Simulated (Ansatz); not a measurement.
Start from ZrS2 in the CdI2 type structure (space group P-3m1, No. 164; a = 3.635 Å, c = 5.720 Å; layered, stacked along the Cartesian z axis).

Method: Kohn–Sham DFT with the PBE-D3(BJ) functional, run in Ansatz (a quantum-chemistry and plane-wave program) with PAW and 420 eV plane waves, without spin-orbit coupling.

Base values:

* **Width of the top valence band**: 2.07 eV
* **Band gap**: 0.66 eV
* **Gap character**: indirect, Γ → L

Now apply this change: every lattice vector is stretched by 5.50 %; the atoms relax in the strained cell.

Question: Predict the new width of the top valence band.

Answer: The width of the top valence band shrinks by 0.44 eV to 1.63 eV.

Question: Predict the new energy relative to the base.

Answer: The energy goes up by 71 meV/atom.

Question: Predict the new largest internal atomic displacement.

Answer: The largest internal atomic displacement amounts to 0.167 Å.

Question: Estimate the effect on the band gap.

Answer: The band gap rises by 0.56 eV to 1.22 eV.

Question: How does this affect the gap character?

Answer: The gap character changes from indirect, Γ → L to indirect, K–Γ (79 % along) → L.

No phonon test of stability was made.
